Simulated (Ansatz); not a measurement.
Task: Name crystals whose electron conductivity mass lies between 0.24 and 0.38 mₑ and whose band gap lies between 0.86 and 1.35 eV, by PBEsol, rigid bands run with Ansatz (a first-principles code).

Result: Many crystals can fit; among those computed here:
- SiC (F-43m): 0.30 mₑ, 1.24 eV
- BAs (F-43m): 0.30 mₑ, 1.08 eV
- Be$_{2}$C (Fm-3m): 0.30 mₑ, 1.08 eV
- BP (F-43m): 0.33 mₑ, 1.11 eV
- Rb2PtC2 (P-3m1): 0.31 mₑ, 1.06 eV

Masses are for dilute carriers at 300 K, harmonic means over directions unless an axis is named. Spin-orbit coupling is left out.

Formula and space group known from diffraction (Crystallography Open Database), not checked to be the room-temperature form: Be2C (Fm-3m), Rb2PtC2 (P-3m1). The missing spin-orbit coupling matters most for Rb2PtC2 (P-3m1).
